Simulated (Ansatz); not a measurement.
The parent structure is WS$_{2}$ (space group P6_3/mmc, No. 194; a = 3.1147 Å, c = 11.7724 Å; layered, stacked along the Cartesian z axis). Axes: x lies along a and z along c of the hexagonal cell.

All numbers come from Ansatz (a program for electronic structure) PBEsol-D3(BJ), no SOC.

Now apply this change: an isotropic linear strain of +1.80 %; the atoms relax in the strained cell.

**Question.** Predict the stress tensor and what it implies for the stiffness.

**Answer.** Stress of the strained cell less that of the base (GPa, compression positive):
```
  -5.66    0.00    0.00
   0.00   -5.66    0.00
   0.00    0.00   -1.82
```

Then B = −ΔP/(ΔV/V₀) with ΔV/V₀ = 0.0550 gives secant stiffness values (nonlinear terms included at this strain): B (at held cell shape, above the free-shape value) ≈ 80 GPa.

As a check, the harmonic strain energy −½ V₀ Δσ:ε is 12 meV/atom; the computed energy rise is 13 meV/atom.

No phonon test of stability was made.
